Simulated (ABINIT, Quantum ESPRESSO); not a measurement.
An ABINIT input for a self-consistent single point of In₂Sb (P6_3/mmc, 6 atoms in the cell) (DFT, LDA (PW92), plane waves, PAW (JTH v2.0 LDA PAW)):

```
# In2Sb, JTH v2.0 LDA PAW
pp_dirpath "./"
pseudos "In.LDA_PW-JTH.xml, Sb.LDA_PW-JTH.xml"
acell 5.2723017296 5.2723017296 6.5880990000 Angstrom
rprim
         1.0000000000    0.0000000119    0.0000000000
        -0.5000000103    0.8660253978    0.0000000000
         0.0000000000    0.0000000000    1.0000000000
natom 6
ntypat 2
znucl 49 51
typat 1 1 1 1 2 2
xred
         0.6666666667    0.3333333333    0.2500000000
         0.3333333333    0.6666666667    0.7500000000
         0.0000000000    0.0000000000    0.5000000000
         0.0000000000    0.0000000000    0.0000000000
         0.6666666667    0.3333333333    0.7500000000
         0.3333333333    0.6666666667    0.2500000000
ecut 20 Ha
pawecutdg 40 Ha
pawxcdev 0
occopt 3
tsmear 0.136 eV
nband 52
kptopt 1
ngkpt 5 5 4
nshiftk 1
shiftk 0 0 0
nstep 100
tolvrs 1.0e-10
prtwf 0
prtden 0
prtvol 1
enunit 1
```

Question: Give the Quantum ESPRESSO input for the same structure, mesh, smearing and functional.

Answer: This is the input that was run; spellings and numerical settings could be chosen otherwise.

```fortran
&control
  calculation = 'scf',
  prefix = 'pwscf',
  outdir = './work',
  pseudo_dir = './',
  verbosity = 'high',
  tprnfor = .true.,
  tstress = .true.,
/
&system
  ibrav = 0,
  nat = 6,
  ntyp = 2,
  ecutwfc = 40,
  ecutrho = 200,
  occupations = 'smearing',
  smearing = 'fd',
  degauss = 0.0099958,
/
&electrons
  conv_thr = 1.0d-10,
/
ATOMIC_SPECIES
In   114.8180  in_lda_v1.4.uspp.F.UPF
Sb   121.7600  sb_lda_v1.4.uspp.F.UPF
ATOMIC_POSITIONS bohr
In    4.981603158    2.876129924    3.112425698
In    0.000000000    5.752259848    9.337277094
In    0.000000000    0.000000000    6.224851396
In    0.000000000    0.000000000    0.000000000
Sb    4.981603158    2.876129924    9.337277094
Sb    0.000000000    5.752259848    3.112425698
K_POINTS automatic
5 5 4  0 0 0
CELL_PARAMETERS angstrom
   5.272301730     0.000000000     0.000000000
  -2.636150865     4.565947234     0.000000000
   0.000000000     0.000000000     6.588099000
```

Basis settings and potentials, where a program has them, do not carry over. This input uses DFT, LDA (PZ), plane waves, GBRV 1.5 ultrasoft (LDA) pseudopotentials. LDA parametrisations can differ slightly between programs. Both were run: pressure -2.29 GPa in ABINIT and -2.44 in Quantum ESPRESSO.

On ABINIT: the starting cell comes from a database of computed structures (which also holds hypothetical and non-ambient phases and stackings), without a prior relaxation at this level. For this run, on top of that: lattice scaled by 0.98. The run gives no clean gap (levels at the Fermi energy touch, overlap or are partly filled at this smearing), which alone does not show that the compound is a metal.

On Quantum ESPRESSO: the starting cell comes from a database of computed structures (which also holds hypothetical and non-ambient phases and stackings), without a prior relaxation at this level. For this run, on top of that: lattice scaled by 0.98. The run gives no clean gap (levels at the Fermi energy touch, overlap or are partly filled at this smearing), which alone does not show that the compound is a metal.
